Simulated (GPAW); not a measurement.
A self-consistent single point of Y3PbC (P1, 5 atoms in the cell) with GPAW.

Computed with PBEsol, GPAW PAW datasets PBEsol (made by gpaw-setup) (plane waves; GPAW 25.7.0).

The change in words: lattice scaled by 0.98. Reference geometry:
```xyz
5
Lattice="4.9095 0.0000 0.0000 0.0000 4.9095 0.0000 0.0000 0.0000 4.9095" Properties=species:S:1:pos:R:3 pbc="T T T"
Y      2.4143    -0.0484     2.4844
Y      0.0031     2.4111     2.4165
Y      2.4822     2.4859    -0.0055
Pb    -0.0212     0.0122     0.0218
C      2.4859     2.5034     2.4471
```

Reference input (self-consistent single point, DFT PBEsol, plane waves, GPAW PAW datasets PBEsol (made by gpaw-setup)): mode = pw; ecut = 900 eV; xc = PBEsol; kpts = 4 4 4; mesh shift (steps) = 0 0 0; occupations.name = methfessel-paxton; occupations.width = 0.05 eV; occupations.order = 0; nbands = -9; symmetry.symmorphic = false; symmetry.tolerance = 0.0005; maxiter = 120. This run's input differs from it in these lines:

```diff
@@ -5,10 +5,10 @@
 atoms = Atoms(['Y', 'Y', 'Y', 'Pb', 'C'],
-              cell=[[4.909530, 0.000000, 0.000000],
-                    [0.000000, 4.909530, 0.000000],
-                    [0.000000, 0.000000, 4.909530]],
-              positions=[[2.414325, -0.048423, 2.484419],
-                         [0.003127, 2.411100, 2.416485],
-                         [2.482199, 2.485931, -0.005513],
-                         [-0.021219, 0.012244, 0.021803],
-                         [2.485862, 2.503443, 2.447101]],
+              cell=[[4.811339, 0.000000, 0.000000],
+                    [0.000000, 4.811339, 0.000000],
+                    [0.000000, 0.000000, 4.811339]],
+              positions=[[2.366039, -0.047454, 2.434730],
+                         [0.003065, 2.362877, 2.368155],
+                         [2.432555, 2.436212, -0.005403],
+                         [-0.020795, 0.011999, 0.021367],
+                         [2.436145, 2.453374, 2.398159]],
               pbc=True)
```

The program printed (abridged):

```
     iter     time        total  log10-change:
                         energy   eigst   dens
iter:   1 --:--:--   -36.709038
iter:   2 --:--:--   -35.262307   -1.11  -1.13
iter:   3 --:--:--   -32.368209   -0.33  -1.18
iter:   4 --:--:--   -32.628107   -1.81  -1.52
iter:   5 --:--:--   -32.682883   -1.75  -1.46
iter:   6 --:--:--   -32.386375   -0.95  -1.63
iter:   7 --:--:--   -32.336189   -2.82  -2.21
iter:   8 --:--:--   -32.333215   -3.92  -2.43
iter:   9 --:--:--   -32.326870c  -2.68  -2.49
iter:  10 --:--:--   -32.327292c  -3.52  -2.86
iter:  11 --:--:--   -32.327005c  -4.27  -2.83
iter:  12 --:--:--   -32.327773c  -4.15  -2.74
iter:  13 --:--:--   -32.328266c  -4.43  -2.73
   [... 7 lines left out ...]
iter:  21 --:--:--   -32.325499c  -6.70  -3.85
iter:  22 --:--:--   -32.325501c  -6.60  -3.86
iter:  23 --:--:--   -32.325495c  -5.58  -3.92
iter:  24 --:--:--   -32.325489c  -6.37  -3.99
iter:  25 --:--:--   -32.325489c  -7.46c -4.71c
Converged after 25 iterations.

Dipole moment: (0.688737, 0.964643, -0.647466) |e|*Ang

Energy contributions relative to reference atoms: (reference = -844258.272393)

Kinetic:        +26.334789
Potential:      -21.086069
External:        +0.000000
XC:             -36.905632
Entropy (-ST):   -0.003908
Local:           -0.666623
SIC:             +0.000000
--------------------------
Free energy:    -32.327443
Extrapolated:   -32.325489

Showing only first 2 kpts
 Kpt  Band  Eigenvalues  Occupancy
  0    23      7.68007    2.00000
  0    24      8.06773    2.00000
  0    25      8.07119    2.00000
  0    26      8.12195    2.00000

  1    23      7.48262    2.00000
  1    24      7.59793    2.00000
  1    25      8.09975    2.00000
  1    26      8.35138    2.00000

Fermi level: 8.80878

No gap
   [... lines left out ...]

Forces in eV/Ang:
  0 Y     0.25062    0.77543   -0.17847
  1 Y     0.05307    0.16007    0.23554
  2 Y    -0.15809   -0.30007    0.00840
  3 Pb    0.10284   -0.02939   -0.11034
  4 C    -0.24843   -0.60382    0.04532

Stress tensor:
    -0.013062     0.000258    -0.000300
     0.000258    -0.017065    -0.000010
    -0.000300    -0.000010    -0.014450
Stress (GPa, Voigt): [-2.0928e+00 -2.7341e+00 -2.3151e+00 -1.6000e-03 -4.8000e-02  4.1300e-02]
```

The run converged in 25 iterations. GPAW prints stress with tension positive. Against the reference run the free energy goes down by 2.1 meV/atom and the largest force goes from 0.665 to 0.834 eV/Å.

At such cutoffs GPAW's stress carries a finite-basis (Pulay) error, which enters relaxed cells too; its log prints stress with tension positive.

The starting cell comes from a database of computed structures (which also holds hypothetical and non-ambient phases and stackings), without a prior relaxation at this level. Its atoms were displaced at random from the sites of space group no. 221. For this run, on top of that: lattice scaled by 0.98.

Cost on one core of a shared machine: roughly 9 min.
